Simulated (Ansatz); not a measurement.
Band structure of Rh (Fm-3m, 1 atom in the cell).

```
CELL_PARAMETERS angstrom
      0.00000     1.85960     1.85960
      1.85960     0.00000     1.85960
      1.85960     1.85960     0.00000
ATOMIC_POSITIONS crystal
  Rh 0.00000 0.00000 0.00000
```

Method: PBE (plane waves, PAW; Ansatz, a program for electronic structure).

Settings: basis.ecutwfc = 420 eV; kpoints.mp_grid.grid = 12 12 12; hamiltonian.xc = pbe; hamiltonian.pseudopotentials = {kind: paw} (the program's default PAW files); scf.occupations.method = gaussian; scf.occupations.width = 0.2 eV; kpoints.band_path.npoints = 8.

The starting cell comes from a database of computed structures (which also holds hypothetical and non-ambient phases and stackings), without a prior relaxation at this level. Its lattice was rescaled by a random factor within 2.5 % of one. Spin polarisation is off.

Levels in eV from the Fermi level, bands 5 to 12:
| point | 5 | 6 | 7 | 8 | 9 | 10 | 11 | 12 |
|---|---|---|---|---|---|---|---|---|
| Γ | -8.45 | -3.42 | -3.42 | -3.42 | -1.10 | -1.10 | 15.72 | 21.41 |
| X | -6.98 | -6.58 | 0.61 | 1.11 | 1.11 | 3.37 | 13.13 | 13.67 |
| W | -5.56 | -4.19 | -4.19 | -1.36 | 1.11 | 10.14 | 10.14 | 11.88 |
| K | -6.10 | -5.26 | -2.27 | -0.78 | 0.42 | 8.36 | 9.01 | 12.77 |
| L | -6.70 | -3.51 | -3.51 | 0.64 | 0.64 | 0.67 | 9.35 | 15.30 |
| U | -6.10 | -5.26 | -2.27 | -0.78 | 0.42 | 8.36 | 9.01 | 12.77 |

Bands cross the Fermi level along this path, so the cell is metallic at this level.

Keys are those of Ansatz 0.2.
